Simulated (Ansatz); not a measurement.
**A constructed model of the (111)A surface of zinc-blende GaAs (in the relaxation like top atoms buckled by 1.1 Å), Ga-terminated, Ga trimer, 2x2 (bottom of the slab: 3 H on 4 bottom sites)**

All values below come from r2SCAN, at the PBE geometry (plane waves to 500 eV, PAW; Ansatz, a first-principles code).

Model: 38-atom slab, 14.7 Å thick at the start with caps and adatoms, 3x3x1 mesh, Fermi-Dirac 0.025 eV, dipole correction, single point; on the structure that PBE left under its start's symmetry; no spin, no spin-orbit, no U. It is one candidate, not shown to be the stable structure of the face.

The gap of the slab on its k-mesh comes out as 0.62 eV and the highest filled level below the top vacuum level is 4.74 eV. The cost comes out as around 6 core-minutes (rough).
